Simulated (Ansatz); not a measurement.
Input of the mobility step, PBE, finite-displacement electron-phonon coupling, linearised Boltzmann equation in Ansatz (a first-principles code), C (Fd-3m). Condition of this run: supercell 5x5x5, k mesh 10x10x10.

Ansatz 0.2 input:
```
crystal:
  lattice:
    - [0.0, 1.7857844639, 1.7857844639]
    - [1.7857844639, 0.0, 1.7857844639]
    - [1.7857844639, 1.7857844639, 0.0]
  atoms:
    - { symbol: C, position: [0.0, 0.0, 0.0] }
    - { symbol: C, position: [0.25, 0.25, 0.25] }
kpoints:
  mp_grid: { grid: [10, 10, 10] }
hamiltonian:
  xc: pbe
  pseudopotentials: { kind: paw }
scf:
  occupations: { method: fixed }
phonons:
  supercell: [5, 5, 5]
  carrier_mobility: { temperatures: [150, 200, 250, 300, 350, 400, 500, 600] }
```

An excerpt of its output:

```
--- Carrier mobility (electrons): potentials and phonons of a 5×5×5 supercell ---
  scattering by the run's harmonic phonons alone; scattering by impurities, by other carriers and their screening is left out, and so is spin–orbit coupling
  band edge at 17.3703 eV
  valley at (0.0000 0.3594 0.3594), 6 points alike, 0.00 meV above the edge
  a displaced site's charge and quadrupole, each over the dielectric constant: up to 0.000 e and 0.231 e·Å; the charges' sum missed by 0.049 e
  the run chose the mesh 128×128×128 (1.5 steps from a valley's bottom to the thermal energy of 150 K, as the couplings on a denser one leave too little of the memory); type phonons.carrier_mobility.mesh for another
  mobility, cm²/(V·s), of a tensor a third of its trace; what the velocities' spread within the cells of the mesh adds; mean energy transported, in kT; Lorenz number, in (k/e)²:
           mesh  steps/k_T     T (K)         cm⁻³     solution         MRTA        SERTA  in cells    energy    Lorenz
    128×128×128       1.55    150.00          few     5.3560e3     5.3347e3     5.1758e3    7.04 %     1.967     1.909
    128×128×128       1.78    200.00          few     3.3488e3     3.3366e3     3.2374e3    5.30 %     1.961     1.835
    128×128×128       2.00    250.00          few     2.2666e3     2.2585e3     2.1943e3    4.24 %     1.942     1.700
    128×128×128       2.19    300.00          few     1.5882e3     1.5822e3     1.5409e3    3.51 %     1.912     1.536
    128×128×128       2.36    350.00          few     1.1366e3     1.1322e3     1.1057e3    2.99 %     1.875     1.381
    128×128×128       2.52    400.00          few     8.2995e2     8.2663e2     8.0963e2    2.62 %     1.833     1.254
    128×128×128       2.82    500.00          few     4.7246e2     4.7059e2     4.6323e2    2.13 %     1.751     1.102
    128×128×128       3.09    600.00          few     2.9313e2     2.9206e2     2.8856e2    1.83 %     1.687     1.061
       64×64×64       0.77    150.00          few     5.7217e3     5.6935e3     5.6485e3   27.85 %     1.886     1.900
       64×64×64       0.89    200.00          few     3.4885e3     3.4736e3     3.4379e3   21.37 %     1.907     1.843
       64×64×64       1.00    250.00          few     2.3261e3     2.3165e3     2.2900e3   17.14 %     1.907     1.710
       64×64×64       1.09    300.00          few     1.6142e3     1.6076e3     1.5888e3   14.18 %     1.891     1.544
       64×64×64       1.18    350.00          few     1.1482e3     1.1434e3     1.1306e3   12.06 %     1.862     1.386
       64×64×64       1.26    400.00          few     8.3523e2     8.3173e2     8.2316e2   10.52 %     1.825     1.257
       64×64×64       1.41    500.00          few     4.7362e2     4.7170e2     4.6787e2    8.51 %     1.748     1.103
       64×64×64       1.55    600.00          few     2.9336e2     2.9227e2     2.9045e2    7.26 %     1.685     1.061
  SERTA leaves out what is scattered into a state
  not converged in the mesh: from the mesh of half the divisions the mobility moves by up to 6.83 %; 7.0 % of it stand in the velocities' spread within the cells; MRTA moves by up to 6.73 %
  the changes of the potential over all sites missed a rigid shift's by 0.01 % (the site terms' by 0.63 %)
  the long waves of the potentials, up to 0.609 1/Å, are read off 3 elongated supercells
  the phonons are corrected at the wavevectors of the elongated supercells: the repeat alone misses a frequency there by up to 0.69 %, and what leaves one of them out by up to 0.71 %
```

Scattering by harmonic phonons alone: no impurities, screening or carrier-carrier scattering, bands fixed at 0 K. From a coarser fine mesh the values given move by up to 7 %. The mesh was bound by memory.
